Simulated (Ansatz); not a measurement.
Start from CoSi$_{2}$ (space group Fm-3m, No. 225; a = 5.315 Å; not spin-polarised; relaxed with 0.1 eV smearing). Axes: x, y, z lie along the cube axes.

Calculations: r2SCAN, PAW, 500 eV (Ansatz, a quantum-chemistry and plane-wave program; no spin-orbit coupling), earlier PAW set.

It is then changed as follows: every lattice vector is stretched by 2.99 %; the atoms relax in the strained cell.

**Question.** Predict the stress tensor and what it implies for the stiffness.

**Answer.** Stress of the strained cell less that of the base (GPa, compression positive):
```
  -14.2     0.0     0.0
    0.0   -14.2     0.0
    0.0     0.0   -14.2
```

Then B = −ΔP/(ΔV/V₀) with ΔV/V₀ = 0.0924 gives secant stiffness values (nonlinear terms included at this strain): B ≈ 154 GPa.

As a check, the harmonic strain energy −½ V₀ Δσ:ε is 50 meV/atom; the computed energy rise is 56 meV/atom.

Whether these cells are dynamically stable was not tested. The final runs are not spin-polarised.
